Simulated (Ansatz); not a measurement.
The parent structure is InAs in the zinc blende structure (space group F-43m, No. 216; a = 6.0873 Å). Axes: x, y, z lie along the cube axes.

Calculations: plane-wave PAW DFT at the PBEsol level (Ansatz, a quantum-chemistry and plane-wave program, 420 eV), without spin-orbit coupling.

Strains are applied to the cell and any free atomic positions relax; under biaxial strain the out-of-plane vector relaxes too.

One change was made to it. Results:

The energy grows by 3.2 meV/atom; the pressure (mean of the normal stresses, compression positive) goes from zero to 1.0 GPa; the shortest interatomic distance shrinks by 0.018 Å (2.636 Å → 2.618 Å).

Task: Name the change that was made.
A. biaxial strain −2.50 %, plane normal [111], relaxed out of plane
B. biaxial strain −1.25 %, plane normal [111], relaxed out of plane
C. biaxial strain +0.42 %, plane normal [111], relaxed out of plane

Result: B, biaxial strain −1.25 %, plane normal [111], relaxed out of plane. For comparison, the energy relative to the base in the other runs: biaxial strain +0.42 %, plane normal [111], relaxed out of plane gives +0.4 meV/atom; biaxial strain −2.50 %, plane normal [111], relaxed out of plane gives +13 meV/atom.

A case with no gap was solved on a k-mesh chosen for an insulator, which is coarse for it. No phonon test of stability was made. All final runs are without spin polarisation. Gaps under 0.05 eV, about the width of the smearing, are given as zero.
